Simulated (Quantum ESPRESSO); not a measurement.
## Habitual settings against a tight run: Mg₂H₂O₃ (P-3m1, 7 atoms in the cell)

Self-consistent single point.

```
CELL_PARAMETERS angstrom
      3.04508     0.00000     0.00000
     -1.52254     2.63711     0.00000
      0.00000     0.00000     7.40432
ATOMIC_POSITIONS crystal
  Mg 0.33333 0.66667 0.16292
  Mg 0.66667 0.33333 0.83708
  H  0.33333 0.66667 0.56877
  H  0.66667 0.33333 0.43123
  O  0.33333 0.66667 0.69726
  O  0.66667 0.33333 0.30274
  O  0.00000 0.00000 0.00000
```

Computed with PBEsol, PseudoDojo standard norm-conserving (PBESOL) pseudopotentials (plane waves; Quantum ESPRESSO).

Base settings: ecutwfc = 85 Ry; occupations = fixed; potentials = {Mg: Mg.upf, H: H.upf, O: O.upf}; K_POINTS = automatic 8 8 3 0 0 0; nbnd = 28; conv_thr = 1e-08 Ry; mixing_beta = 0.7.

Tight run (finer mesh or higher cutoff; not a proven limit): ecutwfc: 85 Ry → 119 Ry; conv_thr: 1e-08 Ry → 7.3e-11 Ry; K_POINTS: automatic 8 8 3 0 0 0 → automatic 11 11 5 0 0 0. It gave top of the valence band (on the code's own zero) 4.91 eV; gap on the k-point mesh 3.71 eV; pressure 3.40 GPa; largest force (vector length) 0.738 eV/Å.

Quick runs, as changes from the base:
- A: the base itself
- B: ecutwfc: 85 Ry → 68 Ry; K_POINTS: automatic 8 8 3 0 0 0 → automatic 2 2 2 0 0 0; potentials: PseudoDojo standard norm-conserving (LDA) [LDA (PW92)]
- C: ecutwfc: 85 Ry → 42 Ry; K_POINTS: automatic 8 8 3 0 0 0 → automatic 2 2 2 0 0 0
- D: ecutwfc: 85 Ry → 68 Ry; occupations: fixed → smearing; nbnd: 28 → default; conv_thr: 1e-08 Ry → 7.3e-06 Ry; K_POINTS: automatic 8 8 3 0 0 0 → automatic 6 6 6 0 0 0; smearing: default → mp; degauss: default → 0.0147 Ry
- E: K_POINTS: automatic 8 8 3 0 0 0 → automatic 4 4 4 0 0 0
- F: ecutwfc: 85 Ry → 42 Ry; K_POINTS: automatic 8 8 3 0 0 0 → automatic 4 4 4 1 1 1

Dashes: energy of B, another energy zero; time of B, C, F, under 30 s.

Gaps are read on each run's own mesh, which may miss the band edges.

† marks runs with another functional, U, potentials or spin treatment: their distance from the tight run is not a convergence error alone.

The count of work is k-points × plane waves × bands × iterations; it is no time. Core times come from one kind of shared machine and are given to one figure; runs under 30 s give none.

The starting cell comes from a database of computed structures (which also holds hypothetical and non-ambient phases and stackings), without a prior relaxation at this level. Its lattice was rescaled by a random factor within 2.5 % of one. In the base run, with a pressure of about 3 GPa the cell is away from its equilibrium volume at this level.

```
run  energy less tight (meV/atom)  pressure less tight (GPa)  largest miss in a force vector (eV/Å)  gap on the mesh less tight (eV)  count of work / tight  core time / tight (rough)
---  ----------------------------  -------------------------  -------------------------------------  -------------------------------  ---------------------  -------------------------
A                             0.3                      -0.03                                  0.006                            0.000                   0.18                        0.2
B†                              –                      -9.81                                  0.542                           -0.278                  0.021                          –
C                          4407.5                    -305.83                                  0.463                           -0.270                  0.010                          –
D                            34.0                      -7.16                                  0.012                            0.000                   0.12                        0.2
E                             2.0                      -0.02                                  0.004                           -0.007                  0.095                        0.1
F                          4288.3                    -308.38                                  0.373                            0.720                  0.051                          –
```

Among the runs at the tight run's level, the energy misses run from 0.3 to 4407.5 meV/atom.
